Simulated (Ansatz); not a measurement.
For AuAg (R-3m, No. 166, 2 atoms in the cell; start mp-1229092), LDA (Ansatz, a quantum-chemistry and plane-wave program, PAW) gives:

- lattice parameter a: 2.847 Å
- lattice parameter c: 13.908 Å
- bulk modulus: 167 GPa
- cohesive energy: 4.03 eV/atom

Task: What does r²SCAN in Ansatz (plane waves, PAW) give for the same quantities?

Result: 
- lattice constant a: 2.909 Å (goes up by 2.2 %)
- lattice parameter c: 14.227 Å (rises by 2.3 %)
- bulk modulus: 129 GPa (drops by 23 %)
- cohesive energy: 3.20 eV/atom (falls by 0.83 eV/atom)

Changes are worked out from the printed values.

Unless a cell is named, each level is at its own relaxed cell (LDA 16.27, r²SCAN 17.38 Å³/atom).

Levels without +SOC leave out spin–orbit coupling, which shifts energies and cells of such heavy elements.

Caveats: the bulk modulus is −V dP/dV from two relaxed cells at ±2 % in volume (LDA, r²SCAN); the relaxation could not lower the start's symmetry, so the cell can be a saddle point above a distorted one (LDA, r²SCAN). Ansatz's density-functional and Hartree–Fock values are scalar-relativistic unless marked +SOC, with PAW data made under PBE.

A start named mp-… is a Materials Project structure, which need not be a measured phase.
